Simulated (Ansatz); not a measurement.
CsCl-type TiCo was calculated with revPBE (Ansatz, a program for electronic structure, PAW).

Numerical settings: plane-wave cutoff 520 eV, 22×22×22 k mesh, Fermi–Dirac smearing 0.03 eV (set by the program), no spin polarisation, scalar-relativistic PAW data made under PBE.

Computed at the level's own relaxed cell.

What does this level give for the elastic constant C44, Poisson ratio, polycrystal shear modulus (Hill average), elastic constant C12 and elastic constant C11?


- elastic constant C44 = 57.3 GPa
- Poisson ratio = 0.385
- polycrystal shear modulus (Hill average) = 42.2 GPa
- elastic constant C12 = 152 GPa
- elastic constant C11 = 205 GPa

Elastic constants are with the ions relaxed.

Computed values are for the static lattice.
